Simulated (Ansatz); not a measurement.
Data:

```
InAs
1.0
    0.00000     3.04411     3.08461
    3.04411     0.00000     3.08461
    3.04411     3.04411     0.00000
As In
1 1
Direct
  0.75000   0.75000   0.75000
  0.00000   0.00000   0.00000
```

A single point on InAs with a change (uniaxial stress, 0.5 GPa tension along z), its geometry relaxed with r2SCAN.

The values are results of HSE06/PAW in Ansatz (a first-principles code), noncollinear with spin-orbit coupling, not measurements. k-mesh 6×6×6 (Γ-centred); smearing 0.01 eV (Fermi–Dirac).

Q: What valence-band top at Γ (three highest Kramers pairs, from the VBM) does the calculation give?

A: 0.00, -0.04, -0.41 eV.

Q: Estimate the band gap.

A: 0.19 eV.

Single points use the geometry relaxed with r2SCAN. The hybrid gap comes from the SCF mesh plus the semilocal run's edge points and a few special points and is an upper bound. Load acts through the strain it causes; cell and atoms are relaxed under it. Beyond what the load breaks, stability against distortions was not tested. The cell was made from InAs in the zinc blende structure (space group F-43m, No. 216) by this change: uniaxial stress, 0.5 GPa tension along z.
